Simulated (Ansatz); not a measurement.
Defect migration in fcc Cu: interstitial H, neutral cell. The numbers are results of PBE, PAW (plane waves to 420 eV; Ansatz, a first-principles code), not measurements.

Cell of 32 host sites held at the relaxed PBE lattice; a 2×2×2 k-point mesh shifted by half a step; Fermi-Dirac width 0.10 eV, spin-restricted; finite-size errors left in. Static, classical nuclei. Sites that were not tried may lie lower.

The step: a direct jump of one H atom; the atom moves 1.57 Å along (0.25, -0.25, -0.25) of the unit cell; the moving atom starts with neighbours 6 Cu at 1.86 Å and ends with 4 Cu at 1.66 Å. On the band's own sampling the forward barrier is 0.38 eV. Harmonic modes of the moving H atom alone, all others held, come from finite differences of 0.015 Å. The saddle point's order was not checked, and it lies on a symmetry element of the cell, where a band can be held.

Problem. Give the atom's modes at both geometries.

Solution. start 21.7, 21.7, 21.7 THz; saddle point 19.4i, 41.9 and 42.3 THz.

Problem. What attempt frequency and zero-point change of the barrier follow from these modes alone, and what classical rate at 1000 K?

Solution. ν = (21.7 × 21.7 × 21.7) / (41.9 × 42.3) ≈ 5.8 THz. The zero-point energy changes the barrier by h/2 × (84.2 − 65.2) THz = 0.039 eV. The classical rate is ν exp(−0.38/0.0862) ≈ 7e10 s⁻¹. One atom's modes give a rough prefactor, not that of the whole cell.
